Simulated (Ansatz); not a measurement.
Defect migration in rutile TiO2: Al-vacancy pair (Al on one host Ti site, one O site vacant), charge state +1. The step: one O atom jumps into the vacancy from a nearby O site (Al-vacancy distance between ideal sites 1.96 → 4.61 Å); the atom moves 2.69 Å along (-0.48, 0.10, -0.49) of the unit cell; the moving atom starts with neighbours Ti at 1.93, Ti at 1.96, Ti at 2.04 Å and ends with Al at 1.96; Ti at 1.93, Ti at 1.97 Å. DFT values are from Ansatz (plane-wave PAW, 420 eV unless said) in a cell of 72 host sites, spin-restricted, static, with no finite-size correction. The charge state is imposed; whether it is stable for some Fermi level was not computed. Forms of the defect that were not tried may lie lower. For the PBE band: the check of the saddle point's order was inconclusive.

```
Level                                                                    Forward barrier (eV)  Cost of the band or of the saddle's single point
-----------------------------------------------------------------------  --------------------  ------------------------------------------------
CHGNet universal potential (has no charge state), its own band                           0.99                                                 -
PBE, one k-point at (0.250, 0.250, 0.250), band relaxed                                  1.12                      very roughly 60 core-minutes
PBE, a 2×2×2 k-point mesh shifted by half a step, same geometries                        1.09           about 2.4 core-minutes (a rough figure)
r2SCAN at 500 eV, one k-point at (0.250, 0.250, 0.250), same geometries                  1.23                     very roughly 110 core-seconds
```

Ansatz is a quantum-chemistry and plane-wave program.
